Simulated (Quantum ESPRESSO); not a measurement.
Checking a run of Quantum ESPRESSO on In2O3 (Ia-3, 40 atoms in the cell). The aim is a self-consistent single point with DFT, PBE, plane waves, GBRV 1.5 ultrasoft (PBE) pseudopotentials.

Cell that was meant: a = 8.6179 Å, b = 8.6179 Å, c = 8.6179 Å, α = 109.47°, β = 109.47°, γ = 109.47°.

Part of the input:

```fortran
   ecutrho = 200
   occupations = 'smearing'
   smearing = 'gaussian'
   degauss = 0.1
/
&ELECTRONS
   conv_thr = 1.0d-10
```

Output, abridged:

```
     Message from routine setup:
     using ibrav=0 with symmetry is DISCOURAGED, use correct ibrav instead
     G-vector sticks info
   [... lines left out ...]
                       cart. coord. in units 2pi/alat
        k(    1) = (   0.0000000   0.0000000   0.0000000), wk =   0.2500000
        k(    2) = (  -0.4330127  -0.4330127   0.0000000), wk =   1.5000000
        k(    3) = (  -0.8660254  -0.8660254  -0.8660254), wk =   0.2500000

     Dense  grid:   158947 G-vectors     FFT dimensions: (  80,  80,  80)

     Smooth grid:   113637 G-vectors     FFT dimensions: (  72,  72,  72)

     Initial potential from superposition of free atoms

     starting charge     328.0000, renormalised to     352.0000
     Self-consistent Calculation

     iteration #  1     ecut=    40.00 Ry     beta= 0.40

---- Real-time Memory Report at c_bands before calling an iterative solver
           598 MiB given to the printing process from OS
           412 MiB allocation reported by mallinfo(arena+hblkhd)
------------------

     total energy              =   -2907.81494420 Ry
     estimated scf accuracy    <      19.63056111 Ry

     iteration #  2     ecut=    40.00 Ry     beta= 0.40

---- Real-time Memory Report at c_bands before calling an iterative solver
   [... lines left out ...]

---- Real-time Memory Report at c_bands before calling an iterative solver
           969 MiB given to the printing process from OS
           503 MiB allocation reported by mallinfo(arena+hblkhd)
------------------

     total energy              =   -2911.78704088 Ry
     estimated scf accuracy    <          1.2E-10 Ry

     iteration # 12     ecut=    40.00 Ry     beta= 0.40

---- Real-time Memory Report at c_bands before calling an iterative solver
           969 MiB given to the printing process from OS
           503 MiB allocation reported by mallinfo(arena+hblkhd)
------------------
     End of self-consistent calculation

   [... 24 lines left out ...]

   [... 24 lines left out ...]

   [... 24 lines left out ...]

   [... 24 lines left out ...]

   [... 24 lines left out ...]

   [... 24 lines left out ...]

     the Fermi energy is    11.5722 ev

!    total energy              =   -2911.78704090 Ry
     estimated scf accuracy    <          1.3E-11 Ry
     smearing contrib. (-TS)   =      -0.08983019 Ry
     internal energy E=F+TS    =   -2911.69721071 Ry

     convergence has been achieved in  12 iterations

     Forces acting on atoms (cartesian axes, Ry/au):

     atom    1 type  1   force =    -0.00000000    0.00000000   -0.00000000
     atom    2 type  1   force =     0.00000000    0.00000000   -0.00000000
   [... lines left out ...]

     Total force =     0.092563     Total SCF correction =     0.000004

          total   stress  (Ry/bohr**3)                   (kbar)     P=      175.65
   0.00119406  -0.00000000   0.00000000          175.65       -0.00        0.00
  -0.00000000   0.00119406   0.00000000           -0.00      175.65        0.00
   0.00000000   0.00000000   0.00119406            0.00        0.00      175.65

   JOB DONE.
```

Q: Is this run sound? If not, what is wrong?

A: The run is not sound. The fault is an energy in the wrong unit. A bare number is read in the key's own unit, and eV, Ry (13.6 eV) and Ha (27.2 eV) lie far apart, so the setting ends up far from the one that was meant. To fix it, convert the value to the unit that the key expects. The run converged in 12 iterations without an error; against the sound input the free energy drops by 8.2 meV/atom, the pressure goes from 16.93 to 17.57 GPa, the largest force moves little (0.487 to 0.482 eV/Å) and no clean gap remains on the mesh (levels overlap or are partly filled), against 1.48 eV before.

An input that runs soundly differs in these lines (not the only fix; some lines may just follow from the change or write a value another way):
```diff
-   degauss = 0.1
+   degauss = 0.0073499
```

With that input, the run converged in 12 iterations: free energy E − TS -39616.5532 eV; top of the valence band (on the code's own zero) 9.65 eV; gap on the k-point mesh 1.48 eV; pressure 16.93 GPa; largest force (vector length) 0.487 eV/Å (DFT, PBE, plane waves, GBRV 1.5 ultrasoft (PBE) pseudopotentials).

On the sound input: the starting cell was generated: these elements placed on a structure prototype, without a prior relaxation; it need not be a known phase or ordering of this composition. Its lattice was rescaled by a random factor within 2.5 % of one. With a pressure of about 17 GPa the cell is away from its equilibrium volume at this level.
